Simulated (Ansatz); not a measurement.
## YN: pressure series

The parent structure is YN in the rock salt structure (space group Fm-3m, No. 225; a = 4.906 Å).

Cell and atoms are relaxed at each pressure.

Levels (all Ansatz, a quantum-chemistry and plane-wave program, PAW): PBE (420 eV, no SOC); PBEsol (420 eV, spin-orbit coupling left out).

The base cell above is that of PBE; each level relaxes its own structures.

| case | shortest interatomic distance, PBE | shortest interatomic distance, PBEsol |
|---|---|---|
| pressure −2 GPa | 2.463 Å | 2.438 Å |
| pressure −1 GPa | 2.458 Å | 2.433 Å |
| pressure 0.3 GPa | 2.451 Å | 2.427 Å |
| pressure 0.7 GPa | 2.449 Å | 2.425 Å |
| pressure 1.5 GPa | 2.445 Å | 2.421 Å |
| pressure 3 GPa | 2.438 Å | 2.414 Å |
| pressure 5 GPa | 2.429 Å | 2.406 Å |
| pressure 7.5 GPa | 2.418 Å | 2.396 Å |
| pressure 10 GPa | 2.408 Å | 2.386 Å |

PBE lies above PBEsol in every row, by 0.022 Å to 0.026 Å. They put the cases in the same order.

A case with no gap was solved on a k-mesh chosen for an insulator, which is coarse for it. Load acts through the strain it causes; cell and atoms are relaxed under it. Stability against distortions was not tested. Competing high-pressure phases were not computed. The base started in Pnma and relaxed to Fm-3m at this level. The final runs are not spin-polarised.
